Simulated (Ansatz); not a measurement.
Take MgO in the rock salt structure (space group Fm-3m, No. 225; a = 4.2544 Å) as the base.

Level of theory: PBE (Ansatz, an electronic-structure program, PAW, spin-orbit coupling left out), earlier PAW set.

Its conduction minimum is a single valley at Γ with mass 0.34 mₑ.

It is then changed as follows: 0.135 electrons added to each cell, a density of 7.0×10^21 cm⁻³, with a uniform compensating background at fixed cell and a 300 K Fermi–Dirac width.

Problem. Where would a parabolic band put the Fermi level, and where does the calculation put it?

Solution. k_F = (3π²n)^(1/3) = 0.592 Å⁻¹, so ħ²k_F²/2m = 4.0 eV above the band edge at zero temperature. The calculation gives 2.40 eV (to 0.05 eV): the band is strongly non-parabolic or higher valleys fill at this density.

Charged cell with a jellium background: band edges are those of the host's band count, energies are not comparable with the neutral cell, and many-body gap narrowing is missing. The levels and masses belong to the bands next to the band gap. Effective masses come from finite differences of ±0.01 Å⁻¹. No phonon test of stability was made.
